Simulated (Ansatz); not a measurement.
Start from NaZnCl₃ in the cubic perovskite structure (space group Pm-3m, No. 221; a = 4.913 Å; a hypothetical phase, not in the database extracts checked). Axes: x, y, z lie along the cube axes.

Level of theory: Ansatz (a quantum-chemistry and plane-wave program), PBE, PAW, cutoff 420 eV, no spin-orbit coupling.

Strains are applied to the cell and any free atomic positions relax; under biaxial strain the out-of-plane vector relaxes too; under stress the whole cell relaxes.

One change was made to it. Results:

The energy increases by 6.0 meV/atom; the band gap shrinks by 0.192 eV to 1.38 eV.

### Question
Which of these changes matches the shifts?
A) isotropic strain +2.08 %
B) uniaxial stress, 0.5 GPa tension along z
C) tensor shear ε_yz = +3.58 %
D) biaxial strain −1.98 %, plane normal [001], relaxed out of plane
E) tensor shear ε_xy = −0.34 %

### Answer
C, tensor shear ε_yz = +3.58 %. For comparison, the energy relative to the base in the other runs: isotropic strain +2.08 % gives +9.8 meV/atom; tensor shear ε_xy = −0.34 % gives +0.1 meV/atom; uniaxial stress, 0.5 GPa tension along z gives +0.5 meV/atom; biaxial strain −1.98 %, plane normal [001], relaxed out of plane gives +3.8 meV/atom.

Beyond what the load breaks, stability against distortions was not tested. Many cubic perovskites are stable only at high temperature; tilts and polar distortions were not tested.
